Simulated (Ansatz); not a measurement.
**SrTiO3: pressure 0.7 GPa**

The reference is SrTiO3 in the cubic perovskite structure (space group Pm-3m, No. 221; a = 3.936 Å).

One thing is altered: cell and atoms relaxed at a pressure of 0.7 GPa.

Level of theory: PBE/PAW in Ansatz (a quantum-chemistry and plane-wave program), without spin-orbit coupling. k-mesh 8×8×8 (Γ-centred); smearing 0.05 eV (Fermi–Dirac).

The density goes up by 0.020 g/cm³, from 5.00 g/cm³ to 5.01 g/cm³ and the lattice parameter a shrinks by 0.005 Å (3.936 Å → 3.931 Å). The shortest interatomic distance falls by 0.0026 Å to 1.966 Å and the enthalpy H = E + PV relative to the base's energy is +0.05 eV/atom. The band gap hardly moves (1.84 eV against 1.85 eV) and the gap character remains indirect, R → Γ. The smallest direct gap hardly moves (2.20 eV against 2.21 eV) and the width of the top valence band is still 1.01 eV.

Final structure:

```yaml
crystal:
  lattice:
    - [3.93124, 0.00000, 0.00000]
    - [0.00000, 3.93124, 0.00000]
    - [0.00000, 0.00000, 3.93124]
  atoms:
    - { symbol: Sr, position: [0.00000, 0.00000, 0.00000] }
    - { symbol: Ti, position: [0.50000, 0.50000, 0.50000] }
    - { symbol: O, position: [0.50000, 0.00000, 0.50000] }
    - { symbol: O, position: [0.00000, 0.50000, 0.50000] }
    - { symbol: O, position: [0.50000, 0.50000, 0.00000] }
```

Load acts through the strain it causes; cell and atoms are relaxed under it. Stability against distortions was not tested. All final runs are without spin polarisation. Many cubic perovskites are stable only at high temperature; tilts and polar distortions were not tested.
